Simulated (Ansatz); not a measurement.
**Effect of tensor shear ε_xy = +0.57 % on ZrC**

The parent structure is ZrC in the rock salt structure (space group Fm-3m, No. 225; a = 4.6691 Å; relaxed with 0.1 eV smearing). Axes: x, y, z lie along the cube axes.

Modification: a pure shear with ε_xy = ε_yx = 0.0057; the atoms relax in the strained cell.

Calculations: plane-wave PAW DFT at the PBEsol level (Ansatz, a first-principles code, 420 eV), spin-orbit coupling left out. Γ-centred 21×21×21 mesh, Fermi–Dirac width 0.1 eV.

| quantity | base | changed | shift |
|---|---|---|---|
| volume per atom | 12.72 Å³ | 12.72 Å³ | 0.00 Å³ |
| space group | Fm-3m (No. 225) | Immm (No. 71) | – |
| energy relative to the base (free energy F) | 0 meV/atom | +0.8 meV/atom | +0.8 meV/atom |
| pressure (mean of the normal stresses, compression positive) | 0.0 GPa | 0.0 GPa | 0.0 GPa |
| band gap | zero | zero | – |
| stress (xx, yy, zz, yz, xz, xy; compression positive) | – | (0.0, 0.0, 0.0, 0.0, 0.0, -1.8) GPa | – |

Stability against distortions was not tested. The final runs are not spin-polarised.
